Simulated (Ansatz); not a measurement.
Partial pair distribution functions of a relaxed model of amorphous Si20Zr4O48, broadened by 0.06 Å; density 2.80 g/cm³. Level of theory: PBE, scalar-relativistic without spin-orbit coupling (plane waves to 420 eV, PAW; Ansatz, a first-principles code).

A CHGNet melt-quench gave the starting glass, which DFT then relaxed. O atoms were pushed apart under 1.9 Å during the dynamics, to hinder bonds among them. The hot cell started wider than the set density and was brought back towards it in steps. It is the lowest in DFT energy of 2 quenches. It is a model cell: composition and starting density were chosen by hand, and all elements were melted together. No dispersion term was used. Its density started from a set value of 2.75 and ended at 2.80 g/cm³. Cooling (nominally 470 K/ps over its main leg) ran many orders faster than in experiment, which tends to leave more defects and strain. A cell of this size samples the disorder only roughly. Volume and shape were free in the relaxation.

```csv
r (Å),g Si-O,g Zr-O,g Si-Si,g O-O
1.40,0.02,0.00,0.00,0.00
1.50,1.74,0.00,0.00,0.00
1.60,13.32,0.00,0.00,0.00
1.70,9.18,0.00,0.00,0.00
1.80,0.66,0.26,0.00,0.00
1.90,0.01,3.36,0.00,0.00
2.00,0.00,7.44,0.00,0.00
2.10,0.00,3.64,0.00,0.00
2.20,0.00,1.68,0.00,0.00
2.30,0.00,1.66,0.00,0.01
2.40,0.00,1.22,0.00,0.20
2.50,0.00,0.87,0.00,1.46
2.60,0.06,0.51,0.00,3.87
2.70,0.07,0.05,0.06,4.37
2.80,0.12,0.31,1.05,2.67
2.90,0.15,0.51,2.59,1.32
3.00,0.15,0.16,3.15,0.79
3.10,0.30,0.00,3.35,0.66
3.20,0.67,0.01,2.18,0.74
3.30,1.01,0.21,1.10,0.83
3.40,0.99,0.75,0.24,0.58
3.50,1.00,0.70,0.02,0.62
3.60,1.11,0.75,0.17,0.67
3.70,1.00,0.87,0.14,0.66
3.80,1.11,1.06,0.24,0.56
3.90,1.75,1.32,0.41,0.58
4.00,1.93,2.06,0.90,0.61
4.10,1.63,2.08,1.09,0.65
4.20,1.60,1.31,0.51,0.90
4.30,1.70,1.45,0.59,0.80
4.40,1.20,1.34,0.86,0.75
4.50,0.91,1.11,1.05,1.14
4.60,0.87,1.47,0.96,1.11
4.70,0.78,1.12,1.24,1.23
4.80,0.57,0.98,1.78,1.30
4.90,0.55,0.76,1.56,1.22
```

Within 1.90 Å each Si has 4.00 O neighbours on average.
